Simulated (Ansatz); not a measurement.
Partial pair distribution functions of a relaxed model of amorphous Ga$_{24}$O$_{39}$Al$_{2}$, broadened by 0.06 Å; density 4.86 g/cm³. Computed with PBE, scalar-relativistic without spin-orbit coupling (plane waves to 420 eV, PAW; Ansatz, a quantum-chemistry and plane-wave program).

The cell was made by melting and quenching with the CHGNet potential and then relaxed with DFT. O atoms were pushed apart under 1.9 Å during the dynamics, to hinder bonds among them. The hot cell started wider than the set density and was brought back towards it in steps. It is the lowest in DFT energy of 2 quenches. It is a model cell: composition and starting density were chosen by hand, and all elements were melted together. No dispersion term was used. Its density started from a set value of 4.87 and ended at 4.86 g/cm³. The simulated quench (nominally 330 K/ps over its main leg) is rapid and tends to freeze in more defects than a deposited or slowly cooled glass has. Values belong to this one cell and scatter from quench to quench. The volume was held where the preparation left it and the shape relaxed, at a PBE pressure of -0.7 GPa (tension). Stress components on the final sampling reach 1.0 GPa. Cycles of charging lowered its energy after that relaxation.

```
r (Å)  g Ga-O  g O-Al  g Ga-Ga  g O-O
-----  ------  ------  -------  -----
1.55     0.00    0.01     0.00   0.00
1.65     0.04    0.68     0.00   0.00
1.75     1.13    6.83     0.00   0.00
1.85     6.74   10.54     0.00   0.00
1.95     8.00    3.65     0.00   0.00
2.05     2.97    0.22     0.00   0.00
2.15     0.63    0.00     0.00   0.00
2.25     0.39    0.00     0.00   0.00
2.35     0.20    0.00     0.00   0.11
2.45     0.10    0.00     0.00   0.66
2.55     0.18    0.00     0.00   1.14
2.65     0.11    0.00     0.10   1.45
2.75     0.20    0.00     0.55   1.78
2.85     0.23    0.00     1.12   2.57
2.95     0.37    0.11     1.62   3.10
3.05     0.47    0.57     2.55   2.38
3.15     0.32    0.20     2.53   1.76
3.25     0.35    0.26     2.37   1.58
3.35     0.57    0.64     2.72   1.06
3.45     0.82    0.93     1.90   0.89
3.55     0.87    1.43     1.57   1.01
3.65     1.01    1.77     1.30   0.91
3.75     1.15    1.98     0.79   0.65
3.85     1.37    1.16     0.56   0.45
3.95     1.33    1.07     0.60   0.40
4.05     1.23    1.16     0.53   0.42
4.15     1.51    1.58     0.35   0.41
4.25     1.50    1.73     0.48   0.54
4.35     1.30    1.62     0.78   0.66
4.45     1.41    1.58     0.56   0.63
```

Within 2.40 Å each Ga has 4.62 O neighbours on average.
